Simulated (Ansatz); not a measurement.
Start from Ga in the diamond structure (space group Fd-3m, No. 227; a = 5.884 Å; a hypothetical phase, not in the database extracts checked).

(Cell as relaxed with PBE.)

Levels (all Ansatz, a program for electronic structure, PAW): PBE (420 eV, spin-orbit coupling left out); PBEsol (420 eV, spin-orbit coupling left out).

Each level relaxes its own structure.

| base | PBE | PBEsol |
|---|---|---|
| volume per atom | 25.47 Å³ | 23.86 Å³ |
| lattice parameter a | 5.884 Å | 5.758 Å |
| band gap | zero | zero |

One thing is altered: cell and atoms relaxed at a pressure of 0.3 GPa.

| quantity | PBE | PBEsol |
|---|---|---|
| band gap | zero | zero |
| volume per atom | 25.26 Å³ | 23.69 Å³ |

PBE's volume per atom lies 1.562 Å³ above PBEsol's (6.6 %); the two agree on the band gap. Neither level is exact; PBEsol is the comparison here, not a measurement.

Load acts through the strain it causes; cell and atoms are relaxed under it. Stability against distortions was not tested.
